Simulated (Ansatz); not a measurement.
## Input and output of a self-consistent single point for LaBi (Fm-3m, 2 atoms in the cell) (Ansatz)

Computed with LDA (PW92), default PAW files made with PBE (plane waves; Ansatz, a program for electronic structure).

Input:

Ansatz 0.2 input:
```yaml
# LaBi
crystal:
  lattice:
    - [0.000000, 3.348258, 3.348258]
    - [3.348258, 0.000000, 3.348258]
    - [3.348258, 3.348258, 0.000000]
  atoms:
    - { symbol: La, position: [0.500000, 0.500000, 0.500000] }
    - { symbol: Bi, position: [0.000000, 0.000000, 0.000000] }
basis:
  ecutwfc: 420.0
kpoints:
  mp_grid: { grid: [9, 9, 9] }
hamiltonian:
  xc: lda
  pseudopotentials: { kind: paw }
scf:
  occupations: { method: gaussian, width: 0.1 }
output:
  forces: true
  eigenvalues: true
  stress: true
```

The program printed (abridged):

```
WARN ansatz: RAYON_NUM_THREADS=1 ignored (pool sized by the plan → 1); use --threads N
Pseudopotentials: kind: paw
Pseudopotential: La, paw, valence charge 11
Pseudopotential: Bi, paw, valence charge 15
Crystal: 2 atoms, lattice volume = 75.074 Å³
Basis set: ecut = 420 eV, 1459 PW (Γ)
Bands: 17, of which v1, the nominal top of the filled ones, is band 13 counted from 1 (12 counted from 0)
Symmetry: 48 space group operations
Space group: Fm-3m (ITA 225), of the structure as read, at distance tolerance 4.2e-5 Å
k-points: 35 of 729
PAW frozen core: La, regenerated for the run's functional, and the local potential with it
PAW frozen core: Bi, regenerated for the run's functional, and the local potential with it
Initial density: superposition of atomic densities (neutral atoms: chi_scale 0, normalization atom), corrected by the library's trained network
Initial wavefunctions: pseudopotential atomic-orbital guess
Eigensolver: davidson
Functional: x = slater, c = lda
SCF iter   1: F=—  HF=-18164.072482 eV  |F-HF|=—  |Δ(HF+E_count)|=         —  Δρ=3.44e-3  dr2=4.30e-3  ethr=1.77e-3  ⟨swp⟩=4.1  Hψ=2432  notcnv=0
all-band conjugate gradients solve this SCF's bands
preconditioner: auto → none
SCF iter   2: F=—  HF=-18164.072455 eV  |F-HF|=—  |Δ(HF+E_count)|=   2.70e-5  Δρ=1.39e-3  dr2=5.96e-4  ethr=1.65e-5  ⟨swp⟩=2.1  Hψ=1474  notcnv=0
SCF iter   3: F=—  HF=-18164.072577 eV  |F-HF|=—  |Δ(HF+E_count)|=   1.22e-4  Δρ=4.48e-4  dr2=2.13e-4  ethr=2.29e-6  ⟨swp⟩=2.0  Hψ=1026  notcnv=0
SCF iter   4: F=—  HF=-18164.072535 eV  |F-HF|=—  |Δ(HF+E_count)|=   4.18e-5  Δρ=1.91e-4  dr2=1.89e-5  ethr=8.20e-7  ⟨swp⟩=2.6  Hψ=1043  notcnv=0
SCF iter   5: F=—  HF=-18164.072538 eV  |F-HF|=—  |Δ(HF+E_count)|=   3.12e-6  Δρ=4.15e-5  dr2=7.59e-7  ethr=7.25e-8  ⟨swp⟩=2.4  Hψ=994  notcnv=0
SCF iter   6: F=-18164.072538 eV  HF=-18164.072538 eV  |F-HF|=9.64e-9  |Δ(HF+E_count)|=   3.08e-7  Δρ=5.43e-6  dr2=2.45e-8  ethr=3.85e-10  ⟨swp⟩=7.1  Hψ=3225  notcnv=0
SCF 1 converged in 6 iterations: F = -18164.072538 eV  dr2 = 2.45e-8
SCF converged after 6 iterations
Free energy (F): -18164.072538 eV
Harris-Foulkes:  -18164.072538 eV  (|F-HF|=9.64e-9)
Internal energy: -18164.071345 eV  (E = F + TS)
E sigma→0 (E₀):  -18164.071941 eV
Entropy (-TS):   -0.001194 eV (-0.597 meV/atom)
Fermi energy:    9.233005 eV
--- Per-component energies (eV) ---
  E_band       = -168.378242
  E_kinetic    = 494.649132
  E_local      = -2008.750119  (includes V_loc(G=0)·N_el)
  E_nonlocal   = 661.132390
  E_hartree    = 666.133332
  E_xc         = -287.285274
  E_vxc        = -290.221156  (∫ρ·V_xc dr)
  E_paw        = -15598.035560  (= ΣΔE_a)
  E_vpaw       = -357.458135  (= ΣTr[D̂ρ^β])
  E_aug_tail   = -0.000521  (compensation charges beyond the density's cutoff)
  E_ewald      = -2092.232556
  E_core_change = 0.317832  (= ΣΔE_core)
  E_smearing   = -0.001194  (= −TS)
  E_closure    = -0.000000  (closes the sum)
  Σ components = -18164.072538   (vs F -18164.072538, Δ=0.00e0)
--- Forces (eV/Å), atoms counted from 1 ---
  atom   1  La     0.00000000     0.00000000     0.00000000
  atom   2  Bi    -0.00000000     0.00000000    -0.00000000
  max |Σ_I F_I| component: 1.60e-29 eV/Å
--- Stress (GPa, compression-positive) ---
       -4.124407       0.000000       0.000000
       -0.000000      -4.124407      -0.000000
        0.000000       0.000000      -4.124407
  P = ⅓ Tr σ = -4.1244 GPa (-41.244 kbar)
  The stress holds the Pulay correction. Without it, at fixed plane waves, as pw.x and ABINIT print it: P = -4.1361 GPa
--- Band table (eV; the first three rows and the last of 35) ---
  k-point 0: bands = ["-23.6581", "-12.3064", "-12.3064", "-12.2605", "-12.2605", "-12.2605", "-7.2161", "-7.2161", "-7.2161", "-1.1481", "9.4211", "9.4211", "9.4211", "10.4393", "10.4393", "10.4393", "10.7465"]
  k-point 1: bands = ["-23.6568", "-12.3081", "-12.3081", "-12.2604", "-12.2599", "-12.2599", "-7.2495", "-7.2130", "-7.2130", "-1.0522", "8.6980", "9.0678", "9.0678", "10.4024", "10.5409", "10.5409", "10.8615"]
  k-point 2: bands = ["-23.6533", "-12.3124", "-12.3124", "-12.2603", "-12.2585", "-12.2585", "-7.3311", "-7.2051", "-7.2051", "-0.8027", "7.5754", "8.4650", "8.4650", "10.4031", "10.7139", "10.7139", "10.9615"]
  k-point 34: bands = ["-23.6442", "-12.3140", "-12.3002", "-12.2588", "-12.2568", "-12.2517", "-7.3573", "-7.3247", "-7.2693", "-0.5535", "7.3636", "7.8702", "7.9004", "10.5501", "10.7211", "10.9078", "10.9085"]
```

The run converged in 6 iterations.

The starting cell comes from a database of computed structures (which also holds hypothetical and non-ambient phases and stackings), without a prior relaxation at this level. Its lattice was rescaled by up to half a per cent. Spin-orbit coupling is off. With a pressure of about -4 GPa the cell is away from its equilibrium volume at this level. Ansatz's pressure includes its estimate of the finite-basis (Pulay) stress.
